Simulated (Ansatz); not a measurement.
System: B2CO (model structure, I-42d, No. 122, 8 atoms in the cell). Method: PBEsol in Ansatz (plane waves, PAW).

Numerical settings: plane-wave cutoff 520 eV, 12×12×12 k mesh, Fermi–Dirac smearing 0.01 eV, scalar-relativistic PAW data made under PBE.

Cell (relaxed at this level):

```xyz
8
Lattice="-1.8496 1.8496 3.7274 1.8496 -1.8496 3.7274 1.8496 1.8496 -3.7274" Properties=species:S:1:pos:R:3 pbc="T T T"
C      0.0000     0.0000     0.0000
C      0.0000     1.8496     1.8637
O      0.0000     0.0000     3.7274
O      1.8496     0.0000     1.8637
B      0.8549     0.9248     0.9319
B      0.9947     0.9248     4.6593
B     -0.9248     0.9947     2.7956
B      0.9248    -0.9947     2.7956
```

Problem. What does this level give for the band gap and smallest direct gap on the k points sampled?

Solution. 
* **band gap**: 2.82 eV (indirect)
* **smallest direct gap on the k points sampled**: 3.55 eV

Note: the relaxation could raise the start's symmetry but not lower it, so the cell can be a saddle point.

Computed values are for the static lattice.

It cost around 40 core-seconds (rough) of CPU time.

A model structure was made by putting elements into a prototype or built by hand; it is no filed structure, need not be a known phase, and can be a saddle point held by its symmetry.

Ansatz is a quantum-chemistry and plane-wave program.
